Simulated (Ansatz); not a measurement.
Effect of pressure 0.7 GPa on GaN

Start from GaN in the rock salt structure (space group Fm-3m, No. 225; a = 4.2195 Å; a model cell).

Now apply this change: cell and atoms relaxed at a pressure of 0.7 GPa.

Level of theory: Ansatz (a program for electronic structure) PBEsol, scalar-relativistic without spin-orbit coupling. k-mesh 13×13×13 (Γ-centred); smearing 0.05 eV (Fermi–Dirac).

* **Volume per atom**: 9.36 Å³ (base 9.39 Å³)
* **Density**: 7.42 g/cm³ (base 7.40 g/cm³)
* **Lattice parameter a**: 4.215 Å (base 4.219 Å)
* **Shortest interatomic distance**: 2.108 Å (base 2.110 Å)
* **Enthalpy H = E + PV relative to the base's energy**: +0.04 eV/atom
* **Band gap**: 0.56 eV (base 0.54 eV)
* **Gap character**: indirect, K–Γ (52 % along) → X (base indirect, K–Γ (52 % along) → X)
* **Smallest direct gap**: 2.84 eV (base 2.80 eV)
* **Width of the top valence band**: 4.71 eV (base 4.70 eV)
* **Electron mass**: 0.47 mₑ along k, 0.18 mₑ across (at X) (base 0.47 mₑ along k, 0.18 mₑ across (at X))

Final structure:

```yaml
crystal:
  lattice:
    - [0.00000, 2.10768, 2.10768]
    - [2.10768, 0.00000, 2.10768]
    - [2.10768, 2.10768, 0.00000]
  atoms:
    - { symbol: Ga, position: [0.50000, 0.50000, 0.50000] }
    - { symbol: N, position: [0.00000, 0.00000, 0.00000] }
```

Load acts through the strain it causes; cell and atoms are relaxed under it. Effective masses come from finite differences of ±0.01 Å⁻¹. Along k means along the line from Γ to the band edge. Stability against distortions was not tested. The base started in Pnma and relaxed to Fm-3m at this level. This is not the structure that GaN has at room temperature and ambient pressure.
